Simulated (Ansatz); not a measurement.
## ZnS: response to strain

The parent structure is ZnS in the wurtzite structure (space group P6_3mc, No. 186; a = 3.782 Å, c = 6.208 Å). Axes: x lies along a and z along c of the hexagonal cell.

Strains are applied to the cell and any free atomic positions relax.

Calculations: PBEsol (Ansatz, a quantum-chemistry and plane-wave program, PAW, no SOC).

Notes on the quantities. pressure: mean of the normal stresses, compression positive; energy relative to the base: free energy F.

```json
[
 {"variant": "base", "band gap": "2.15 eV", "pressure": "0.00 GPa", "volume per atom": "19.23 Å³", "electron mass": "0.16 mₑ along c, 0.18 mₑ across (at Γ)", "energy relative to the base": "0 meV/atom"},
 {"variant": "uniaxial strain ε_xx = +0.60 %", "band gap": "2.12 eV", "pressure": "-0.46 GPa", "volume per atom": "19.34 Å³", "electron mass": "0.16 mₑ along z, 0.18 mₑ across (at Γ)", "energy relative to the base": "+0.3 meV/atom"},
 {"variant": "uniaxial strain ε_xx = +1.20 %", "band gap": "2.09 eV", "pressure": "-0.90 GPa", "volume per atom": "19.46 Å³", "electron mass": "0.16 mₑ along z, 0.18 mₑ across (at Γ)", "energy relative to the base": "+1.1 meV/atom"},
 {"variant": "uniaxial strain ε_xx = +1.80 %", "band gap": "2.06 eV", "pressure": "-1.34 GPa", "volume per atom": "19.57 Å³", "electron mass": "0.16 mₑ along z, 0.17 mₑ across (at Γ)", "energy relative to the base": "+2.4 meV/atom"},
 {"variant": "uniaxial strain ε_xx = +2.40 %", "band gap": "2.03 eV", "pressure": "-1.76 GPa", "volume per atom": "19.69 Å³", "electron mass": "0.16 mₑ along z, 0.17 mₑ across (at Γ)", "energy relative to the base": "+4.2 meV/atom"},
 {"variant": "uniaxial strain ε_xx = +3.00 %", "band gap": "2.00 eV", "pressure": "-2.16 GPa", "volume per atom": "19.80 Å³", "electron mass": "0.16 mₑ along z, 0.17 mₑ across (at Γ)", "energy relative to the base": "+6.6 meV/atom"}
]
```

Masses are band curvatures over ±0.01 Å⁻¹ around the edge. Gaps are Kohn–Sham eigenvalue differences; semilocal functionals usually give less than the measured gap. Stability against distortions was not tested.
